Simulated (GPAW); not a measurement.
Worked example: self-consistent single point of Mg3MoN4 (P-1, 16 atoms in the cell) in GPAW.

Method of the run: LDA (Perdew-Wang 92), GPAW PAW datasets LDA (gpaw-data 1.0.1) (plane waves; GPAW).

The change in words: lattice scaled by 1.03. Reference geometry:
```yaml
crystal:
  lattice:
    - [5.33630, 0.00000, 0.00000]
    - [1.79753, 5.87215, 0.00000]
    - [1.65226, 2.70322, 5.35799]
  atoms:
    - { symbol: Mg, position: [0.24020, 0.37878, 0.62223] }
    - { symbol: Mg, position: [0.75980, 0.62122, 0.37777] }
    - { symbol: Mg, position: [0.74806, 0.63414, 0.86255] }
    - { symbol: Mg, position: [0.25194, 0.36586, 0.13745] }
    - { symbol: Mg, position: [0.26554, 0.86332, 0.14644] }
    - { symbol: Mg, position: [0.73446, 0.13668, 0.85356] }
    - { symbol: Mo, position: [0.75911, 0.14811, 0.31656] }
    - { symbol: Mo, position: [0.24089, 0.85189, 0.68344] }
    - { symbol: N, position: [0.00005, 0.77229, 0.49882] }
    - { symbol: N, position: [0.99995, 0.22771, 0.50118] }
    - { symbol: N, position: [0.52193, 0.47411, 0.26203] }
    - { symbol: N, position: [0.47807, 0.52589, 0.73797] }
    - { symbol: N, position: [0.47548, 0.99511, 0.74870] }
    - { symbol: N, position: [0.52452, 0.00489, 0.25130] }
    - { symbol: N, position: [0.01104, 0.75426, 0.98609] }
    - { symbol: N, position: [0.98896, 0.24574, 0.01391] }
```

Reference input (self-consistent single point, DFT LDA (Perdew-Wang 92), plane waves, GPAW PAW datasets LDA (gpaw-data 1.0.1)): mode = pw; ecut = 900 eV; xc = LDA; kpts = 3 3 3; mesh shift (steps) = 0 0 0; occupations.name = fermi-dirac; occupations.width = 0 eV; nbands = -4; convergence.density = 1e-05 e/electron; convergence.bands = -2; symmetry.symmorphic = false; symmetry.tolerance = 0.0005. This run's input differs from it in these lines:

```diff
@@ -5,5 +5,5 @@
 atoms = Atoms(['Mg', 'Mg', 'Mg', 'Mg', 'Mg', 'Mg', 'Mo', 'Mo', 'N', 'N', 'N', 'N', 'N', 'N', 'N', 'N'],
-              cell=[[5.336300, 0.000000, 0.000000],
-                    [1.797526, 5.872149, 0.000000],
-                    [1.652263, 2.703217, 5.357989]],
+              cell=[[5.496389, 0.000000, 0.000000],
+                    [1.851452, 6.048313, 0.000000],
+                    [1.701831, 2.784314, 5.518729]],
               scaled_positions=[[0.240200, 0.378780, 0.622230],
```

The program printed (abridged):

```
     iter     time        total  log10-change:
                         energy   eigst   dens
iter:   1 --:--:--  -147.948826   +0.41
iter:   2 --:--:--  -138.520186   -0.29  -0.86
iter:   3 --:--:--  -122.757649   +0.65  -0.93
iter:   4 --:--:--  -123.124056   -0.32  -1.35
iter:   5 --:--:--  -124.800305   -0.52  -1.38
iter:   6 --:--:--  -122.803583   -0.58  -1.29
iter:   7 --:--:--  -123.006279   -0.41  -1.64
iter:   8 --:--:--  -122.517708   -0.90  -1.66
iter:   9 --:--:--  -122.279253   -1.89  -1.84
iter:  10 --:--:--  -122.517002   -1.00  -2.05
iter:  11 --:--:--  -122.239019   -1.33  -1.92
   [... lines left out ...]
iter:  41 --:--:--  -122.163001c  -4.73  -5.29c
iter:  42 --:--:--  -122.163001c  -4.88  -5.00
iter:  43 --:--:--  -122.163001c  -5.04  -5.43c
iter:  44 --:--:--  -122.163001c  -4.95  -5.78c
iter:  45 --:--:--  -122.163001c  -5.40  -5.76c
iter:  46 --:--:--  -122.163001c  -5.20  -5.86c
iter:  47 --:--:--  -122.163001c  -5.38  -6.01c
   [... 17 lines left out ...]
iter:  65 --:--:--  -122.163001c  -7.00  -7.59c
iter:  66 --:--:--  -122.163001c  -7.15  -7.62c
iter:  67 --:--:--  -122.163001c  -7.07  -7.87c
iter:  68 --:--:--  -122.163001c  -7.15  -7.98c
iter:  69 --:--:--  -122.163001c  -7.40c -8.14c
Converged after 69 iterations.

Dipole moment: (-0.000000, 0.000000, 0.000000) |e|*Ang

Energy contributions relative to reference atoms: (reference = -264370.001724)

Kinetic:        -39.209968
Potential:      +19.447342
External:        +0.000000
XC:            -102.188319
Entropy (-ST):   +0.000000
Local:           -0.212056
SIC:             +0.000000
--------------------------
Free energy:   -122.163001
Extrapolated:  -122.163001

Showing only first 2 kpts
 Kpt  Band  Eigenvalues  Occupancy
  0    62      6.02557    2.00000
  0    63      6.22108    2.00000
  0    64      7.33038    0.00000
  0    65      7.69370    0.00000

  1    62      5.91802    2.00000
  1    63      6.06097    2.00000
  1    64      7.24696    0.00000
  1    65      7.78962    0.00000

Fermi level: 6.69537

Gap: 0.949 eV
Transition (v -> c):
   [... lines left out ...]
Direct gap: 1.109 eV
   [... lines left out ...]
 10 N     0.61074   -1.34750    0.25429
 11 N    -0.61074    1.34750   -0.25429
 12 N    -1.20390   -0.77369   -0.31352
 13 N     1.20390    0.77369    0.31352
 14 N     0.95539   -0.33888   -1.77012
 15 N    -0.95539    0.33888    1.77012

Stress tensor:
     0.157829    -0.001559    -0.001365
    -0.001559     0.157969    -0.000856
    -0.001365    -0.000856     0.144563
Stress (GPa, Voigt): [25.2871 25.3094 23.1615 -0.1371 -0.2187 -0.2497]
```

The run converged in 69 iterations. GPAW prints stress with tension positive. Against the reference run the free energy rises by 115 meV/atom, the largest force goes from 1.018 to 2.040 eV/Å and the gap on the mesh goes from 1.119 to 0.949 eV.

At such cutoffs GPAW's stress carries a finite-basis (Pulay) error, which enters relaxed cells too; its log prints stress with tension positive.

The starting cell comes from a database of computed structures (which also holds hypothetical and non-ambient phases and stackings), without a prior relaxation at this level. For this run, on top of that: lattice scaled by 1.03. Forces in this geometry exceed 1 eV/Å.

Cost on one core of a shared machine: roughly 10 min.
